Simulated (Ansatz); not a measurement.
The starting structures come from a database of crystals and need not be the phases stable at ambient conditions.

 Where the default PAW files enter, the runs use the earlier of Ansatz's two default sets.

## Evanescent states of SrCl2 (Fm-3m, fluorite, not sure to be the ambient phase, 3 atoms a cell, 28.6 Å³ an atom) along the normal of (111)

The numbers are results of r2SCAN (plane waves, PAW; Ansatz, an electronic-structure program), not measurements.

The gap is the functional's own. No spin-orbit coupling. Mid-gap values are interpolated on the energy grid.

Energies count from the valence-band top; κ is the least over a 12×12 mesh across the current.

| E (eV) | κ (1/Å) | where |
|---|---|---|
| 0.14 | 0.193 | off Γ |
| 0.41 | 0.323 | off Γ |
| 0.68 | 0.362 | Γ |
| 0.94 | 0.387 | Γ |
| 1.22 | 0.405 | Γ |
| 1.49 | … | Γ |
| 1.75 | … | Γ |
| 2.02 | … | Γ |
| 2.29 | … | Γ |
| 2.56 | … | Γ |
| 2.83 | … | Γ |
| 3.10 | … | Γ |
| 3.38 | … | Γ |
| 3.65 | … | Γ |
| 3.92 | … | Γ |
| 4.18 | … | Γ |
| 4.46 | … | Γ |
| 4.72 | 0.317 | Γ |
| 5.00 | 0.285 | Γ |
| 5.26 | 0.246 | Γ |
| 5.54 | 0.194 | Γ |
| 5.80 | 0.112 | Γ |

### Question
Fill in the missing entries.

### Answer

- 1.49, κ (1/Å): 0.418
- 1.75, κ (1/Å): 0.426
- 2.02, κ (1/Å): 0.431
- 2.29, κ (1/Å): 0.432
- 2.56, κ (1/Å): 0.431
- 2.83, κ (1/Å): 0.427
- 3.10, κ (1/Å): 0.420
- 3.38, κ (1/Å): 0.410
- 3.65, κ (1/Å): 0.398
- 3.92, κ (1/Å): 0.383
- 4.18, κ (1/Å): 0.364
- 4.46, κ (1/Å): 0.343
